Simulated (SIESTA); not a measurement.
Input and output of a self-consistent single point for SrHI (P1, 6 atoms in the cell) (SIESTA).

Method: SIESTA with GGA PBEsol, numerical atomic orbitals DZP, PseudoDojo PBEsol standard norm-conserving potentials (rewritten from UPF to PSML).

```
SrHI
1.0
    4.28957     0.00000     0.00000
    0.00000     4.28957     0.00000
    0.00000     0.00000     9.09781
Sr H I
2 2 2
Direct
  0.99513   0.49668   0.14169
  0.49912   0.99991   0.85416
  0.50918   0.49842   0.00064
  0.99584   0.00235   0.00108
  0.99964   0.50069   0.68505
  0.50110   0.00195   0.31738
```

Reference input (self-consistent single point, DFT, LDA PW92, numerical atomic orbitals DZP, PseudoDojo LDA standard norm-conserving potentials (rewritten from UPF to PSML)): XC.functional = LDA; XC.authors = PW92; potentials = PseudoDojo LDA standard; PAO.BasisSize = DZP; PAO.EnergyShift = 0.01 Ry; MeshCutoff = 350 Ry; kgrid.MonkhorstPack = 4 4 2; OccupationFunction = FD; ElectronicTemperature = 10 K; MaxSCFIterations = 150; SCF.Mixer.Method = Pulay; SCF.Mixer.Weight = 0.25. This run's input differs from it in these lines:

```diff
@@ -1,2 +1,2 @@
-# files in the folder: Sr.psml H.psml I.psml (PseudoDojo LDA standard)
+# files in the folder: Sr.psml H.psml I.psml (PseudoDojo PBEsol standard)
 SystemName  SrHI
@@ -27,4 +27,4 @@
 
-XC.functional                LDA
-XC.authors                   PW92
+XC.functional                GGA
+XC.authors                   PBEsol
 PAO.BasisSize                DZP
```

Log, with long lists cut:

```
        iscf     Eharris(eV)        E_KS(eV)     FreeEng(eV)     dDmax    Ef(eV) dHmax(eV)
   scf:    1    -2594.775601    -2597.422271    -2597.422271  1.994811 -3.845435  5.276855
   scf:    2    -2598.647069    -2598.083329    -2598.083329  0.124306 -4.264337  2.757724
   scf:    3    -2598.639722    -2598.395260    -2598.395260  0.152218 -4.846381  0.771516
   scf:    4    -2598.441249    -2598.423046    -2598.423046  0.064254 -5.145636  0.137523
   scf:    5    -2598.424183    -2598.423739    -2598.423739  0.004890 -5.208276  0.023989
   scf:    6    -2598.423744    -2598.423769    -2598.423769  0.003131 -5.208774  0.017679
   scf:    7    -2598.423788    -2598.423787    -2598.423787  0.001306 -5.215843  0.003457
   scf:    8    -2598.423788    -2598.423788    -2598.423788  0.000254 -5.214953  0.000861
   scf:    9    -2598.423788    -2598.423788    -2598.423788  0.000117 -5.215128  0.000377
   scf:   10    -2598.423788    -2598.423788    -2598.423788  0.000093 -5.215168  0.000123
SCF Convergence by DM+H criterion
max |DM_out - DM_in|         :     0.0000927741
max |H_out - H_in|      (eV) :     0.0001233302
SCF cycle converged after 10 iterations

Using DM_out to compute the final energy and forces

siesta: E_KS(eV) =            -2598.4238

siesta: E_KS - E_eggbox =     -2598.4238

siesta: Atomic forces (eV/Ang):
     1    0.217339    0.117541    0.360232
     2   -0.017419   -0.012708   -0.098320
     3   -0.217112    0.022331   -0.089840
     4    0.061902   -0.079794   -0.092291
     5    0.005650   -0.004964   -0.206652
     6   -0.050823   -0.043634    0.126545
   Tot   -0.000464   -0.001227   -0.000327
   Max    0.360232
   Res    0.137161    sqrt( Sum f_i^2 / 3N )
   Max    0.360232    constrained

   [... lines left out ...]
siesta: FreeEng =     -2598.423788
   [... lines left out ...]
siesta:    -0.002361   -0.000014   -0.000858
siesta:    -0.000014   -0.002311   -0.000360
siesta:    -0.000858   -0.000360    0.002222

siesta: Cell volume =        167.403441 Ang**3

siesta: Pressure (static):
siesta:                Solid            Molecule  Units
siesta:           0.00000890          0.00004275  Ry/Bohr**3
siesta:           0.00081676          0.00392492  eV/Ang**3
siesta:           1.30860150          6.28842096  kBar
```

The run converged in 10 iterations. Against the reference run the pressure goes from -1.14 to 0.13 GPa, the largest force goes from 0.465 to 0.437 eV/Å and the gap on the mesh goes from 3.248 to 3.405 eV.

The starting cell comes from a database of computed structures (which also holds hypothetical and non-ambient phases and stackings), without a prior relaxation at this level. Its atoms were displaced at random from the sites of space group no. 129. Spin-orbit coupling is off. Values carry the incompleteness of an atom-centred basis. The basis of the alkali or alkaline-earth atoms may lack their empty d shell, which can raise the gap.

Cost on one core of a shared machine: roughly 40 s.
